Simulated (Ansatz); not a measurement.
The starting structures come from a database of crystals and need not be the phases stable at ambient conditions.

Tunnelling through a barrier is set by its complex band structure: the current falls as exp(−2κd) with the smallest κ.

Input:

```
Li5O5Sb
1.0
    5.22402     0.00000     0.00000
    1.73120     5.51707     0.00000
    1.53403    -0.48136     3.66642
Li Sb O
5 1 5
Direct
  0.42604   0.65604   0.28698
  0.57396   0.34396   0.71302
  0.00000   0.50000   0.00000
  0.62204   0.85935   0.68898
  0.37796   0.14065   0.31102
  0.00000   0.00000   0.00000
  0.70984   0.82634   0.14508
  0.29016   0.17366   0.85492
  0.00000   0.00000   0.50000
  0.31500   0.68170   0.84250
  0.68500   0.31830   0.15750
```

Space group of this cell: C2/m. The cell is taken as given.

Transport runs along the normal of the first two printed cell vectors.

The gap is the functional's own, uncorrected, and κ follows it; spin-orbit coupling is left out. Mid-gap values are interpolated between the computed energies.

Compute, with r2SCAN (Ansatz, a first-principles code), the band gap and the smallest decay constant κ at mid-gap.

Gap 3.92 eV on a 8×6×8 mesh; κ = 0.399 1/Å, at the zone centre.
